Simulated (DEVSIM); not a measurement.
**abrupt Si n-p junction**

System: abrupt Si n-p junction, at 250 K.

| layer (left to right) | material | thickness (μm) | Nd (cm⁻³) | Na (cm⁻³) | τn (s) | τp (s) |
|---|---|---|---|---|---|---|
| 1 | Si | 0.240 | 1.6e17 | - | 3.7e-7 | 3.7e-7 |
| 2 | Si | 9.20 | - | 8.4e16 | 3.7e-7 | 3.7e-7 |

Left contact: ohmic. Right contact: ohmic. Voltage is applied to the left contact. Recombination: SRH at mid-gap, radiative, Auger. Mobility is μmin + (μ − μmin)/(1 + (N/Nref)^α).

Constants are typed, rounded textbook-type inputs, not results; the design itself was drawn at random and stands for no fabricated device. Values at 300 K; Nc and Nv go as T^1.5, mobilities as T to minus their exponent, the gap by Varshni's rule with the affinity fixed.

| parameter | Si |
|---|---|
| gap (eV) | 1.124 |
| affinity (eV) | 4.05 |
| permittivity | 11.7 |
| Nc (cm⁻³) | 2.86e19 |
| Nv (cm⁻³) | 3.1e19 |
| μn (cm²/Vs) | 1417 |
| μp (cm²/Vs) | 470 |
| μn,min | 52 |
| μp,min | 45 |
| Nref,n | 9.7e16 |
| Nref,p | 2.2e17 |
| αn | 0.68 |
| αp | 0.72 |
| T exponent of μn | 2.3 |
| T exponent of μp | 2.2 |
| B (cm³/s) | 4.7e-15 |
| Cn (cm⁶/s) | 2.8e-31 |
| Cp (cm⁶/s) | 9.9e-32 |
| Varshni α (eV/K) | 0.000473 |
| Varshni β (K) | 636 |

Model (solved in DEVSIM): 1D drift-diffusion, Boltzmann statistics, complete ionisation; no tunnelling, impact ionisation, image-force lowering or self-heating.

The potential step across the device at zero bias comes out as 0.909 V, the largest field in the device at zero bias is 120000 V/cm and the dark forward voltage at 1 A/cm² comes out as 0.721 V. The dark forward voltage at 100 A/cm² is 0.835 V.

Dark forward current:

(V (V), J (A/cm²)): (-0.05, -2.8e-11); (-0.10, -1.1e-10); (-0.15, -4.0e-10); (-0.20, -1.4e-9); (-0.25, -4.8e-9); (-0.30, -1.8e-8); (-0.35, -8.5e-8); (-0.40, -5.3e-7); (-0.45, -4.2e-6); (-0.50, -3.9e-5); (-0.60, -0.0038); (-0.65, -0.038); (-0.70, -0.38); (-0.75, -3.7); (-0.80, -32); (-0.85, -170); (-0.90, -480); (-0.95, -990); (-1.00, -1700); (-1.05, -2700)

Small-signal capacitance in reverse bias (quasi-static):

| V (V) | C (nF/cm²) |
|---|---|
| 0.1 | 68.8 |
| 0.25 | 64.0 |
| 0.5 | 57.9 |
| 0.75 | 53.2 |
| 1 | 49.5 |
| 1.5 | 44.0 |
| 2 | 39.9 |
| 2.5 | 36.9 |
